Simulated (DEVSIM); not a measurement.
System: TaN/HfO2/n-Si capacitor, at 300 K.

```tsv
layer (left to right)	material	thickness (nm)	Nd (cm⁻³)
1	HfO2	12.0	-
2	Si	8800	4.3e15
```

Metal gate on the left, work function 4.4 eV. Fixed charge at the semiconductor interface 0 cm⁻² (in units of +e); interface traps 1.9e11 cm⁻² eV⁻¹, uniform in energy, neutral level at 0.5 of the gap above the valence band.

Constants are typed, rounded textbook-type inputs, not results; the design itself was drawn at random and stands for no fabricated device. Values at 300 K.

| parameter | HfO2 | Si |
|---|---|---|
| gap (eV) | 5.7 | 1.124 |
| affinity (eV) | 2.5 | 4.05 |
| permittivity | 22 | 11.7 |
| Nc (cm⁻³) | - | 2.86e19 |
| Nv (cm⁻³) | - | 3.1e19 |

Model (solved in DEVSIM): 1D Poisson equation in equilibrium, Boltzmann statistics, complete ionisation; no quantum confinement or tunnelling. Metal contacts follow the ideal Schottky-Mott rule: no Fermi-level pinning, no interface dipoles.

Tabulate band edges, carrier densities and field at -0.3 V on the gate.

Energies count from the Fermi level of the right contact; mesh points crowd at the junctions.

| x (μm) | Ec (eV) | Ev (eV) | n (cm⁻³) | p (cm⁻³) | field (V/cm) |
|---|---|---|---|---|---|
| 0.000 | 2.200 | -3.500 | < 1e2 | < 1e2 | -13000 |
| 0.001573 | 2.198 | -3.502 | < 1e2 | < 1e2 | -13000 |
| 0.004684 | 2.194 | -3.506 | < 1e2 | < 1e2 | -13000 |
| 0.009008 | 2.188 | -3.512 | < 1e2 | < 1e2 | -13000 |
| 0.01174 | 2.185 | -3.515 | < 1e2 | < 1e2 | -13000 |
| 0.01305 | 0.632 | -0.492 | 6.9e8 | 1.7e11 | -22000 |
| 0.01636 | 0.625 | -0.499 | 9.2e8 | 1.3e11 | -22000 |
| 0.02891 | 0.597 | -0.527 | 2.7e9 | 4.4e10 | -21000 |
| 0.05595 | 0.542 | -0.582 | 2.3e10 | 5.1e9 | -20000 |
| 0.1197 | 0.430 | -0.694 | 1.7e12 | 6.9e7 | -15000 |
| 0.2827 | 0.267 | -0.857 | 9.4e14 | 120000 | -5100 |
| 0.9012 | 0.228 | -0.896 | 4.3e15 | 27000 | ≈ 0 |
| 2.234 | 0.228 | -0.896 | 4.3e15 | 27000 | ≈ 0 |
| 5.098 | 0.228 | -0.896 | 4.3e15 | 27000 | ≈ 0 |
| 7.716 | 0.228 | -0.896 | 4.3e15 | 27000 | ≈ 0 |
| 8.359 | 0.228 | -0.896 | 4.3e15 | 27000 | ≈ 0 |
| 8.631 | 0.228 | -0.896 | 4.3e15 | 27000 | ≈ 0 |
| 8.738 | 0.228 | -0.896 | 4.3e15 | 27000 | ≈ 0 |
| 8.791 | 0.228 | -0.896 | 4.3e15 | 27000 | ≈ 0 |
| 8.804 | 0.228 | -0.896 | 4.3e15 | 27000 | ≈ 0 |
| 8.809 | 0.228 | -0.896 | 4.3e15 | 27000 | ≈ 0 |
| 8.812 | 0.228 | -0.896 | 4.3e15 | 27000 | ≈ 0 |
